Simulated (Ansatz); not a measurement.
Worked example: self-consistent single point of TaAu (P4/mmm, 2 atoms in the cell) in Ansatz (a program for electronic structure).

Method of the run: LDA (PW92), PAW files made with PBE (plane waves; Ansatz).

The change in words: lattice scaled by 0.98. Reference geometry:
```xyz
2
Lattice="2.9559 0.0000 0.0000 0.0000 2.9559 0.0000 0.0000 0.0000 4.1581" Properties=species:S:1:pos:R:3 pbc="T T T"
Ta     1.4779     1.4779     2.0790
Au     0.0000     0.0000     0.0000
```

Reference input (self-consistent single point, DFT, LDA (PW92), plane waves, PAW files made with PBE): basis.ecutwfc = 420 eV; kpoints.mp_grid.grid = 9 9 7; hamiltonian.xc = lda; hamiltonian.pseudopotentials = {kind: paw} (the program's default PAW files); scf.occupations.method = fermi_dirac; scf.occupations.width = 0.1 eV. This run's input differs from it in these lines:

```diff
@@ -3,5 +3,5 @@
   lattice:
-    - [2.955888, 0.000000, 0.000000]
-    - [0.000000, 2.955888, 0.000000]
-    - [0.000000, 0.000000, 4.158091]
+    - [2.896770, 0.000000, 0.000000]
+    - [0.000000, 2.896770, 0.000000]
+    - [0.000000, 0.000000, 4.074929]
   atoms:
```

Output, abridged:

```
SCF iter   1: F=—  HF=-22562.134676 eV  |F-HF|=—  |Δ(HF+E_count)|=         —  Δρ=3.83e-1  dr2=1.09e2  ethr=3.10e-3  ⟨swp⟩=4.0  Hψ=4553  notcnv=0
all-band conjugate gradients solve this SCF's bands
preconditioner: auto → Kerker (q_TF=auto, 2.698 Å⁻¹)
SCF iter   2: F=—  HF=-22554.264529 eV  |F-HF|=—  |Δ(HF+E_count)|=    7.87e0  Δρ=2.06e-1  dr2=3.44e1  ethr=3.10e-3  ⟨swp⟩=2.5  Hψ=2797  notcnv=0
   [... lines left out ...]
SCF iter   6: F=—  HF=-22549.957082 eV  |F-HF|=—  |Δ(HF+E_count)|=   9.21e-3  Δρ=1.11e-3  dr2=6.69e-4  ethr=1.32e-4  ⟨swp⟩=1.9  Hψ=1453  notcnv=0
SCF iter   7: F=—  HF=-22549.956935 eV  |F-HF|=—  |Δ(HF+E_count)|=   1.48e-4  Δρ=2.04e-4  dr2=1.10e-5  ethr=2.09e-6  ⟨swp⟩=2.0  Hψ=1759  notcnv=0
SCF iter   8: F=—  HF=-22549.956930 eV  |F-HF|=—  |Δ(HF+E_count)|=   4.20e-6  Δρ=4.04e-5  dr2=1.49e-6  ethr=3.44e-8  ⟨swp⟩=2.3  Hψ=1941  notcnv=0
SCF iter   9: F=-22549.956930 eV  HF=-22549.956930 eV  |F-HF|=2.93e-8  |Δ(HF+E_count)|=   3.38e-7  Δρ=6.63e-6  dr2=3.37e-8  ethr=3.13e-10  ⟨swp⟩=3.9  Hψ=5368  notcnv=0
SCF 1 converged in 9 iterations: F = -22549.956930 eV  dr2 = 3.37e-8
Free energy (F): -22549.956930 eV
Internal energy: -22549.911338 eV  (E = F + TS)
E sigma→0 (E₀):  -22549.934134 eV
Entropy (-TS):   -0.045592 eV (-22.796 meV/atom)
Fermi energy:    20.501147 eV
--- Forces (eV/Å), atoms counted from 1 ---
  atom   1  Ta     0.00000000     0.00000000     0.00000000
  atom   2  Au    -0.00000000     0.00000000     0.00000000
--- Stress (GPa, compression-positive) ---
       -6.431947       0.000000       0.000000
        0.000000      -6.431947       0.000000
        0.000000       0.000000      -5.007175
  P = ⅓ Tr σ = -5.9570 GPa (-59.570 kbar)
  The stress holds the Pulay correction. Without it, at fixed plane waves, as pw.x and ABINIT print it: P = -5.9880 GPa
```

The run converged in 9 iterations. Against the reference run the free energy drops by 77.6 meV/atom and the pressure goes from -16.65 to -5.96 GPa.

The starting cell comes from a database of computed structures (which also holds hypothetical and non-ambient phases and stackings), without a prior relaxation at this level. Its lattice was rescaled by a random factor within 2.5 % of one. For this run, on top of that: lattice scaled by 0.98. Spin polarisation is off. With a pressure of about -6 GPa the cell is away from its equilibrium volume at this level. Ansatz's pressure includes its estimate of the finite-basis (Pulay) stress.

Keys are those of Ansatz 0.2.
